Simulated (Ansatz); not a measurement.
Take SiC in the wurtzite structure (space group P6_3mc, No. 186; a = 3.0759 Å, c = 5.0477 Å) as the base. Axes: x lies along a and z along c of the hexagonal cell.

One thing is altered: a pure shear with ε_yz = ε_zy = 0.0348; the atoms relax in the strained cell.

Levels (all Ansatz, a program for electronic structure, PAW): PBEsol (420 eV, no spin-orbit coupling); PBEsol+SOC (420 eV, spin-orbit coupling included).

The geometry is relaxed with PBEsol.

| Item | Result |
|---|---|
| PBEsol lowest conduction level above the VBM at special points | C₂ 1.93 eV; C 1.93 eV; Y₂ 2.42 eV; V₂ 2.44 eV |
| PBEsol gap character | indirect, Γ → C₂ |
| PBEsol width of the top valence band | 3.84 eV |
| PBEsol electron mass | 0.25 mₑ along z, 0.44 mₑ across (at C₂) |

Task: How does going to PBEsol+SOC change the lowest conduction level above the VBM at special points, gap character, width of the top valence band and electron mass?

Result: The lowest conduction level above the VBM at special points goes from C₂ 1.93 eV; C 1.93 eV; Y₂ 2.42 eV; V₂ 2.44 eV to C₂ 1.92 eV; C 1.92 eV; Y₂ 2.42 eV; V₂ 2.44 eV; the gap character is still indirect, Γ → C₂; the width of the top valence band is still 3.84 eV; the electron mass is still 0.25 mₑ along z, 0.44 mₑ across (at C₂).

Single points use the geometry relaxed with PBEsol. Differences between runs with and without spin-orbit coupling are approximate. Masses are band curvatures over ±0.01 Å⁻¹ around the edge. Whether these cells are dynamically stable was not tested. k-point labels follow each cell's own Brillouin zone.
